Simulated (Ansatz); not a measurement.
The parent structure is SiC (space group P6_3mc, No. 186).

```yaml
crystal:
  lattice:
    - [3.05845, 0.00000, 0.00000]
    - [-1.52923, 2.64870, 0.00000]
    - [0.00000, 0.00000, 10.01200]
  atoms:
    - { symbol: Si, position: [0.00000, 0.00000, 0.50031] }
    - { symbol: Si, position: [0.00000, 0.00000, 0.00031] }
    - { symbol: Si, position: [0.33333, 0.66667, 0.25025] }
    - { symbol: Si, position: [0.66667, 0.33333, 0.75025] }
    - { symbol: C, position: [0.00000, 0.00000, 0.31286] }
    - { symbol: C, position: [0.00000, 0.00000, 0.81286] }
    - { symbol: C, position: [0.33333, 0.66667, 0.06221] }
    - { symbol: C, position: [0.66667, 0.33333, 0.56221] }
```

Cartesian axes are those of the cell as printed.

Method: LDA, PAW, 420 eV (Ansatz, a quantum-chemistry and plane-wave program; scalar-relativistic without spin-orbit coupling).

One thing is altered: the cell is compressed by 2.25 % along x with no lateral relaxation, atoms relaxed at fixed cell.

### Question
Predict the stress tensor and what it implies for the stiffness.

### Answer
Stress of the strained cell less that of the base (GPa, compression positive):
```
  12.28    0.00    0.00
   0.00    2.79    0.00
   0.00    0.00    1.41
```

Then −Δσ_ii/ε with ε = -0.0225 gives secant stiffness values (nonlinear terms included at this strain): C11 ≈ 546 GPa, C12 ≈ 124 GPa and C13 ≈ 63 GPa.

As a check, the harmonic strain energy −½ V₀ Δσ:ε is 8.7 meV/atom; the computed energy rise is 8.6 meV/atom.

No phonon test of stability was made.
